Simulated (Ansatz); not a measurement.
The parent structure is SiO$_{2}$ in the rutile structure (space group P4_2/mnm, No. 136).

```xyz
6
Lattice="4.2361 0.0000 0.0000 0.0000 4.2361 0.0000 0.0000 0.0000 2.6904" Properties=species:S:1:pos:R:3 pbc="T T T"
Si     0.0000     0.0000     0.0000
Si     2.1180     2.1180     1.3452
O      1.3004     1.3004     0.0000
O      3.4184     0.8176     1.3452
O      0.8176     3.4184     1.3452
O      2.9357     2.9357     0.0000
```

Cartesian axes are those of the cell as printed.

The values are results of PBE (Ansatz, a program for electronic structure), no spin-orbit coupling, not measurements.

Before the change:

The band gap comes out as 5.04 eV.

Perturbation: compressive biaxial strain of 2.40 % in the plane normal to [001], as in epitaxy on a mismatched substrate; the out-of-plane cell vector and the atoms relax.

Problem. What happens to the out-of-plane strain?

Solution. The out-of-plane strain comes out as +1.34 %.

Problem. Predict the new band gap.

Solution. The band gap rises by 0.39 eV (5.04 eV → 5.43 eV).

Stability against distortions was not tested.
